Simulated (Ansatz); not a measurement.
Functionals compared on F on the 1x1 (111) surface of fcc Ag, one in a 2x2 cell, started at the site 'hollow Ag-Ag-Ag over Ag at depth 4.7 Å', in Ansatz (plane waves, PAW). The structure was relaxed with PBE; the other rows are single points on it, each with its references at the same level. Cutoff 420 eV (500 eV for r2SCAN).

Set-up: 17 atoms, 7.1 Å thick at the start under the adsorbate (thin: gaps and levels are the slab's own); mesh 6x6x1; 0.1 eV smearing; dipole correction on; 8 atoms held, the rest relaxed; start symmetry kept, larger cells not searched; no spin, no spin-orbit, no U, no dispersion correction. At the end it is bonded to 3 Ag. In PBE it is, or lies within 0.03 eV of, the lowest of the starts that converged. These notes are the PBE run's. Adsorption energies are against ½ F2(g). A negative adsorption energy means that the adsorbate is more stable on the surface than in its reference.

| functional | adsorption energy (eV) | work function of the top face (eV) | change of the work function (eV) | rough cost of the single point |
|---|---|---|---|---|
| PBE | -2.42 | 5.74 | 1.30 | – |
| RPBE | -2.27 | 5.54 | 1.30 | about 50 core-seconds (a rough figure) |
| r2SCAN | … | … | … | about 110 core-seconds (a rough figure) |

Problem. Some entries are withheld; supply them.

Solution. 
- r2SCAN, adsorption energy (eV): -2.81
- r2SCAN, work function of the top face (eV): 5.74
- r2SCAN, change of the work function (eV): 1.34

Ansatz is a program for electronic structure.
